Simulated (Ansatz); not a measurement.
# Hypothetical ReO3 type MnCl3: response to strain

The parent structure is MnCl3 in the ReO3 type structure (space group Pm-3m, No. 221; ferromagnetic; a hypothetical phase, not in the database extracts checked; relaxed with 0.1 eV smearing).

```xyz
4
Lattice="4.7389 0.0000 0.0000 0.0000 4.7389 0.0000 0.0000 0.0000 4.7389" Properties=species:S:1:pos:R:3 pbc="T T T"
Mn     0.0000     0.0000     0.0000
Cl     2.3694     0.0000     0.0000
Cl     0.0000     0.0000     2.3694
Cl     0.0000     2.3694     0.0000
```

Cartesian axes are those of the cell as printed.

Strains are applied to the cell and any free atomic positions relax; under biaxial strain the out-of-plane vector relaxes too.

Calculations: Kohn–Sham DFT with the r2SCAN functional, run in Ansatz (a program for electronic structure) with PAW and 500 eV plane waves, no spin-orbit coupling.

Notes on the quantities. energy relative to the base: free energy F.

```csv
variant,energy relative to the base,space group,volume per atom,largest site moment
base,0 meV/atom,Pm-3m (No. 221),26.61 Å³,3.79 μB
"biaxial strain −0.56 %, plane normal [001], relaxed out of plane",+0.6 meV/atom,P4/mmm (No. 123),26.35 Å³,3.77 μB
"biaxial strain −3.81 %, plane normal [110], relaxed out of plane",+22 meV/atom,Cmmm (No. 65),25.37 Å³,3.68 μB
"biaxial strain +0.73 %, plane normal [110], relaxed out of plane",+0.7 meV/atom,Cmmm (No. 65),26.86 Å³,3.80 μB
isotropic strain +2.85 %,+23 meV/atom,Pm-3m (No. 221),28.95 Å³,3.94 μB
isotropic strain +5.05 %,+67 meV/atom,Pm-3m (No. 221),30.84 Å³,4.06 μB
uniaxial strain ε_yy = −5.92 %,+37 meV/atom,P4/mmm (No. 123),25.03 Å³,3.62 μB
tensor shear ε_xz = −1.56 %,+1.4 meV/atom,Cmmm (No. 65),26.60 Å³,3.79 μB
tensor shear ε_xz = +1.16 %,+0.8 meV/atom,Cmmm (No. 65),26.60 Å³,3.79 μB
tensor shear ε_yz = −0.45 %,+0.1 meV/atom,Cmmm (No. 65),26.60 Å³,3.79 μB
```

Stability against distortions was not tested. No Hubbard U is applied and the magnetic state is the run's own (MnCl3 ferromagnetic); other magnetic orders, which need larger cells, were not tried and can change the gap.
